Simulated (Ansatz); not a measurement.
# A computed series for Pt: pressure series

Start from Pt in the fcc (Cu type) structure (space group Fm-3m, No. 225; a = 3.9183 Å).

Cell and atoms are relaxed at each pressure.

All numbers come from Kohn–Sham DFT with the PBEsol functional, run in Ansatz (a quantum-chemistry and plane-wave program) with PAW and 420 eV plane waves, spin-orbit coupling left out.

```
pressure (GPa)  volume per atom (Å³/atom)
--------------  -------------------------
-2                                 15.147
-1                                 15.093
0                                  15.039
0.7                                15.003
1.5                                14.962
3                                  14.887
5                                       ?
7.5                                14.676
10                                 14.566
```

Task: Fit the third-order Birch–Murnaghan form P(V) = (3B₀/2)[(V₀/V)^(7/3) − (V₀/V)^(5/3)]·[1 + (3/4)(B₀′ − 4)((V₀/V)^(2/3) − 1)] (squares taken in P) to the rows shown and predict the withheld row.

Result: Least squares on the printed values gives V₀ = 15.039 Å³/atom, B₀ = 286 GPa, B₀′ = 5.5; this predicts 14.791 Å³/atom, and the run gives 14.791 Å³/atom, in agreement.

Measured bulk modulus of Pt: 289 GPa (static lattice; corrected from measurement; as listed in H. Levämäki et al., Physical Review B (2014)); the computed value is 1 % below it.

Load acts through the strain it causes; cell and atoms are relaxed under it. No phonon test of stability was made. No other phases were tried under pressure. The final runs are not spin-polarised.
